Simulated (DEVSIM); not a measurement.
Device: abrupt Ge n-p junction, at 300 K.

```csv
layer (left to right),material,thickness (μm),Nd (cm⁻³),Na (cm⁻³),τn (s),τp (s)
1,Ge,2.30,2.3e16,-,3.4e-5,3.4e-5
2,Ge,0.590,-,1.1e16,3.4e-5,3.4e-5
```

Left contact: ohmic. Right contact: ohmic. Voltage is applied to the left contact. Recombination: SRH at mid-gap, Auger. Mobility is μmin + (μ − μmin)/(1 + (N/Nref)^α).

The device is made up for the run: typed textbook-type constants, with dimensions and the other settings drawn at random. Values at 300 K.

```
parameter           Ge
-------------  -------
gap (eV)         0.664
affinity (eV)        4
permittivity        16
Nc (cm⁻³)      1.04e19
Nv (cm⁻³)         6e18
μn (cm²/Vs)       3900
μp (cm²/Vs)       1900
μn,min             150
μp,min             100
Nref,n          2.6e17
Nref,p            4e17
αn                0.56
αp                 0.6
Cn (cm⁶/s)       1e-31
Cp (cm⁶/s)       1e-31
```

Simulated with DEVSIM: 1D drift-diffusion, Boltzmann statistics, complete ionisation; no tunnelling, impact ionisation, image-force lowering or self-heating.

Tabulate band edges, carrier densities and field at zero bias.

Energies count from the Fermi level of the right contact; mesh points crowd at the junctions.

```
x (μm)   Ec (eV)  Ev (eV)  n (cm⁻³)  p (cm⁻³)  field (V/cm)
-------  -------  -------  --------  --------  ------------
0.000      0.158   -0.506    2.3e16    1.9e10           ≈ 0
0.01839    0.158   -0.506    2.3e16    1.9e10           ≈ 0
0.05362    0.158   -0.506    2.3e16    1.9e10           ≈ 0
0.1122     0.158   -0.506    2.3e16    1.9e10           ≈ 0
0.2676     0.158   -0.506    2.3e16    1.9e10           ≈ 0
0.4865     0.158   -0.506    2.3e16    1.9e10           ≈ 0
0.8695     0.158   -0.506    2.3e16    1.9e10           ≈ 0
1.597      0.158   -0.506    2.3e16    1.9e10           ≈ 0
1.925      0.158   -0.506    2.3e16    1.9e10           ≈ 0
2.096      0.158   -0.506    2.3e16    1.9e10           130
2.194      0.167   -0.497    1.7e16    2.6e10          2600
2.264      0.215   -0.449    2.6e15    1.7e11         13000
2.290      0.257   -0.407    4.9e14    8.8e11         20000
2.307      0.293   -0.371    1.2e14    3.6e12         21000
2.341      0.359   -0.305    9.8e12    4.4e13         17000
2.387      0.424   -0.240    7.8e11    5.6e14         11000
2.464      0.481   -0.183    8.6e10    5.1e15          3900
2.595      0.500   -0.164    4.2e10    1.0e16           280
2.759      0.501   -0.163    4.0e10    1.1e16           ≈ 0
2.826      0.501   -0.163    4.0e10    1.1e16           ≈ 0
2.863      0.501   -0.163    4.0e10    1.1e16           ≈ 0
2.890      0.501   -0.163    4.0e10    1.1e16           ≈ 0
```
